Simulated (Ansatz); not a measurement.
Phonon-limited resistivity of Rh$_{3}$Pb$_{2}$Se$_{2}$ (R-3m) against temperature in μΩ·cm, PBEsol, DFPT electron-phonon coupling, linearised Boltzmann equation run with Ansatz (a first-principles code), harmonic crystal at a fixed cell. x, y and z are the axes of this cell:
```yaml
crystal:
  lattice:
    - [2.85905, 1.65068, 4.80285]
    - [-2.85905, 1.65068, 4.80285]
    - [0.00000, -3.30135, 4.80285]
  atoms:
    - { symbol: Rh, position: [0.50000, 0.00000, 0.50000] }
    - { symbol: Rh, position: [0.50000, 0.50000, 0.00000] }
    - { symbol: Rh, position: [0.00000, 0.50000, 0.50000] }
    - { symbol: Pb, position: [0.00000, 0.00000, 0.00000] }
    - { symbol: Pb, position: [0.50000, 0.50000, 0.50000] }
    - { symbol: Se, position: [0.78887, 0.78887, 0.78887] }
    - { symbol: Se, position: [0.21113, 0.21113, 0.21113] }
```

```csv
T,"ρ (x, y)",ρ (z)
50 K,5.68,6.70
77 K,12.1,14.2
100 K,17.7,20.8
150 K,29.8,?
200 K,?,48.8
250 K,53.2,62.4
273 K,58.5,68.7
300 K,64.7,75.9
350 K,76.2,89.4
```

Question: What belongs in the gaps?

Answer: 
- 150 K, ρ (z): 35.0
- 200 K, ρ (x, y): 41.6

A metal at this level (no band gap). Only scattering by harmonic phonons is included (no impurities, grain boundaries, electron-electron scattering or thermal expansion). Spin-orbit coupling is left out, which matters with elements this heavy. Values near or above 100 μΩ·cm, or paths under about 2 nm, lie near resistivity saturation, where the Boltzmann equation overshoots. The run warned that the eigensolver left some states short of its tolerance. Halving the electron mesh (20x20x20) moves the resistivity by up to 2 %. Smearing 0.20 eV; phonons on a 3x3x3 q mesh, which this run doesn't test and which matters most at low temperature.

Computed structure with no diffraction record at hand here (it may be known, metastable or hypothetical): Rh3Pb2Se2 (R-3m).
